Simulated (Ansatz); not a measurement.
By LDA and PBEsol, the system below comes out a metal.

Data:

```yaml
crystal:
  lattice:
    - [2.90222, 0.00000, 0.00000]
    - [-1.45111, 2.51340, 0.00000]
    - [1.45111, 0.83780, 2.36965]
  atoms:
    - { symbol: Ag, position: [0.00000, 0.00000, 0.00000] }
```

Space group of this cell: Fm-3m, fcc (Cu type). The cell is taken as given; by PBEsol its mean pressure is -4.0 GPa.

The current runs along the normal of the first two printed vectors, the (111) plane. All runs by Ansatz (a program for electronic structure), plane waves and PAW, without spin-orbit coupling; the base is PBEsol.

```tsv
run	mean pressure (GPa)	G/A, both spins (10¹⁵ S/m²)
base	-4.0	0.87
all lengths scaled by 0.98	3.0	0.91
all lengths scaled by 1.02	-8.7	0.83
lda in place of pbesol	-8.6	0.87
lengths across the current scaled by 0.98, ions clamped	0.4	0.87
lengths across the current scaled by 1.02, ions clamped	-7.3	0.86
lengths along the current scaled by 0.97, ions clamped	-0.7	0.90
lengths along the current scaled by 1.03, ions clamped	-6.5	___
```

Problem. Some entries are withheld; supply them.

Solution. 
- lengths along the current scaled by 1.03, ions clamped, G/A, both spins (10¹⁵ S/m²): 0.82
